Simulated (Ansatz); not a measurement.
The parent structure is Pd in the fcc (Cu type) structure (space group Fm-3m, No. 225; a = 3.876 Å).

All numbers come from PBEsol (Ansatz, an electronic-structure program, PAW, no spin-orbit coupling), earlier PAW set.

One change was made to it. Results:

The shortest interatomic distance shrinks by 0.0388 Å to 2.702 Å; the band gap is still zero.

Question: Name the change that was made.
A. Pd → S
B. Pd → Os
C. Pd → Ni

Answer: B, Pd → Os. For comparison, the shortest interatomic distance in the other runs: Pd → S gives 2.763 Å; Pd → Ni gives 2.449 Å.

The magnetic state is the one reached from the starting moments; the real material's order can differ, and small cells can't hold many antiferromagnetic ones. No phonon test of stability was made. As relaxed here, S is a hypothetical phase, not in the database extracts checked. Spin-polarised in the final run: Ni; the other runs are not. This is not the structure that Os has at room temperature and ambient pressure.
